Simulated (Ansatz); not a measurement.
**Effect of pressure 0.3 GPa on Se**

The reference is Se (space group P3_121, No. 152; a = 4.5057 Å, c = 4.9913 Å; made of chains).

Modification: cell and atoms relaxed at a pressure of 0.3 GPa.

Computed with Ansatz (a program for electronic structure), r2SCAN, PAW, cutoff 500 eV, no spin-orbit coupling. k-mesh 9×9×7 (Γ-centred); smearing 0.05 eV (Fermi–Dirac).

The volume per atom falls by 0.87 Å³ (29.25 Å³ → 28.38 Å³) and the density rises by 0.14 g/cm³, from 4.48 g/cm³ to 4.62 g/cm³. The c/a ratio rises by 0.020 to 1.128 and the shortest interatomic distance grows by 0.003 Å (2.375 Å → 2.378 Å). The enthalpy H = E + PV relative to the base's energy is +0.05 eV/atom and the band gap shrinks by 0.08 eV, from 1.33 eV to 1.25 eV. The gap character remains indirect, L → H and the smallest direct gap shrinks by 0.09 eV (1.54 eV → 1.45 eV). The mean gap deformation potential ΔEg/Δln V comes out as +2.6 eV and the electron mass goes from 0.18 mₑ along c, 0.43 mₑ across (at H) to 0.16 mₑ along c, 0.38 mₑ across (at H).

Final structure:

```
Se
1.0
    4.43347     0.00000     0.00000
   -2.21673     3.83949     0.00000
    0.00000     0.00000     5.00176
Se
3
Direct
  0.22080   0.00000   0.83333
  0.00000   0.22080   0.16667
  0.77920   0.77920   0.50000
```

Cost of the whole job for the changed cell (relaxation, final SCF and bands): very roughly 3 core-minutes.

Load acts through the strain it causes; cell and atoms are relaxed under it. Masses are band curvatures over ±0.01 Å⁻¹ around the edge. Stability against distortions was not tested. No dispersion term is included, though the crystal is made of layers, chains or molecules, so its spacings can come out too wide.
